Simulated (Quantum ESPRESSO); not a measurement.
A self-consistent single point of LaPd₅ (P6/mmm, 6 atoms in the cell) with Quantum ESPRESSO.

Method of the run: PBEsol, GBRV 1.5 ultrasoft (PBESOL) pseudopotentials (plane waves; Quantum ESPRESSO).

The change in words: lattice scaled by 0.98. Reference geometry:
```xyz
6
Lattice="5.3412 0.0000 0.0000 -2.6706 4.6256 0.0000 0.0000 0.0000 4.4877" Properties=species:S:1:pos:R:3 pbc="T T T"
La     0.0000     0.0000     0.0000
Pd    -1.3353     2.3128     2.2439
Pd     2.6706     0.0000     2.2439
Pd     1.3353     2.3128     2.2439
Pd     0.0000     3.0837     0.0000
Pd     2.6706     1.5419     0.0000
```

Reference input (self-consistent single point, DFT, PBEsol, plane waves, GBRV 1.5 ultrasoft (PBESOL) pseudopotentials): ecutwfc = 40 Ry; ecutrho = 320 Ry; occupations = smearing; smearing = gaussian; degauss = 0.0099958 Ry; potentials = {La: la_pbesol_v1.uspp.F.UPF, Pd: pd_pbesol_v1.4.uspp.F.UPF}; K_POINTS = automatic 7 7 7 0 0 0; conv_thr = 1e-09 Ry. This run's input differs from it in these lines:

```diff
@@ -10,3 +10,3 @@
     ibrav = 0,
-    celldm(1) = 10.093329320,
+    celldm(1) = 9.891462486,
     nat = 6,
@@ -28,3 +28,3 @@
   -0.500000000     0.866025404     0.000000000
-   0.000000000     0.000000000     0.840210763
+   0.000000000     0.000000000     0.840210784
 ATOMIC_POSITIONS crystal
```

Log, with long lists cut:

```
     Self-consistent Calculation

     iteration #  1     ecut=    40.00 Ry     beta= 0.70

     negative rho (up, down):  3.511E-01 0.000E+00

     total energy              =    -977.07339585 Ry
     estimated scf accuracy    <     139.33966329 Ry

     iteration #  2     ecut=    40.00 Ry     beta= 0.70

     negative rho (up, down):  3.767E-01 0.000E+00

     total energy              =   -1116.66353480 Ry
     estimated scf accuracy    <     220.23119573 Ry

     iteration #  3     ecut=    40.00 Ry     beta= 0.70

     negative rho (up, down):  3.793E-01 0.000E+00

     total energy              =   -1105.98921160 Ry
     estimated scf accuracy    <      72.32683877 Ry

   [... 16 blocks of this kind left out ...]

     iteration # 20     ecut=    40.00 Ry     beta= 0.70

     negative rho (up, down):  4.323E-01 0.000E+00

     total energy              =   -1095.62523793 Ry
     estimated scf accuracy    <       0.00000002 Ry

     iteration # 21     ecut=    40.00 Ry     beta= 0.70

     negative rho (up, down):  4.323E-01 0.000E+00
     End of self-consistent calculation

     the Fermi energy is    17.2989 ev

!    total energy              =   -1095.62523794 Ry
     estimated scf accuracy    <          2.9E-10 Ry
     smearing contrib. (-TS)   =      -0.00381240 Ry
     internal energy E=F+TS    =   -1095.62142554 Ry

     convergence has been achieved in  21 iterations

     negative rho (up, down):  4.323E-01 0.000E+00

     Forces acting on atoms (cartesian axes, Ry/au):

     atom    1 type  1   force =     0.00000000    0.00000000    0.00000000
   [... zero for the other atoms too ...]

     Total force =     0.000000     Total SCF correction =     0.000000

     negative rho (up, down):  4.323E-01 0.000E+00
          total   stress  (Ry/bohr**3)                   (kbar)     P=       56.71
   0.00039901   0.00000000   0.00000000           58.70        0.00        0.00
   0.00000000   0.00039901  -0.00000000            0.00       58.70       -0.00
   0.00000000   0.00000000   0.00035840            0.00        0.00       52.72

   JOB DONE.
```

The run converged in 21 iterations. Against the reference run the free energy rises by 5.0 meV/atom and the pressure goes from -3.65 to 5.67 GPa. The full log also holds: “c_bands:  2 eigenvalues not converged”.

The starting cell comes from a database of computed structures (which also holds hypothetical and non-ambient phases and stackings), without a prior relaxation at this level. For this run, on top of that: lattice scaled by 0.98. Spin polarisation is off. With a pressure of about 6 GPa the cell is away from its equilibrium volume at this level.

Cost on one core of a shared machine: roughly 4 min.
